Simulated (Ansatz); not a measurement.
Gap of a one-dimensional BaTe body, 2 atoms a period at several levels, all on one geometry.

```yaml
crystal:
  lattice:
    - [11.00000, 0.00000, 0.00000]
    - [0.00000, 11.00000, 0.00000]
    - [0.00000, 0.00000, 6.35891]
  atoms:
    - { symbol: Ba, position: [0.50000, 0.50000, 0.00000] }
    - { symbol: Te, position: [0.50000, 0.50000, 0.50000] }
```

Levels: PBE (plane waves to 420 eV, PAW; Ansatz, an electronic-structure program); PBE with spin-orbit coupling (Ansatz); r2SCAN (plane waves to 500 eV, PAW; Ansatz); HSE06 in Ansatz. Unmarked values and the geometry are of the first. Mesh 1×1×48. No spin polarisation. Periodic along z alone, with about 11 Å of vacuum beside it. A hypothetical model. It keeps the symmetry and period of its start, so it need not be a minimum against all distortions. Pairing along the axis, which can open a gap, is among the distortions not tried. Values not marked SOC lack spin–orbit coupling. HSE06 ran on a 1×1×3 mesh and at PBE's edge points.

| level | gap (eV) |
|---|---|
| PBE | 1.61 |
| PBE+SOC | 1.52 |
| r2SCAN | 2.27 |
| HSE06 | ___ |

### Question
What belongs in the gaps?

### Answer

- HSE06, gap (eV): 2.36
